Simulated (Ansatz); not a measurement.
Consider HfO$_{2}$ in the CdI2 type structure (space group P-3m1, No. 164; a = 3.2085 Å, c = 4.5149 Å; a hypothetical phase, not in the database extracts checked; layered, stacked along the Cartesian z axis).

Levels (all Ansatz, a first-principles code, PAW): PBEsol-D3(BJ) (420 eV, no SOC); r2SCAN (500 eV, without spin-orbit coupling).

Its gap is 4.40 eV with PBEsol-D3(BJ) and 4.97 eV with r2SCAN.

It is then changed as follows: cell and atoms relaxed at a pressure of 1.8 GPa.

With PBEsol-D3(BJ) the gap becomes 4.22 eV.

### Question
If the r2SCAN correction stayed the same, what would the r2SCAN gap be, and what does the r2SCAN run give?

### Answer
A rigid correction of +0.57 eV gives 4.79 eV. The r2SCAN run gives 4.78 eV, so the two effects roughly add.

Single points use the geometry relaxed with PBEsol-D3(BJ). Spin-orbit coupling, missing from the scalar runs, can matter with Hf. Load acts through the strain it causes; cell and atoms are relaxed under it. Stability against distortions was not tested.
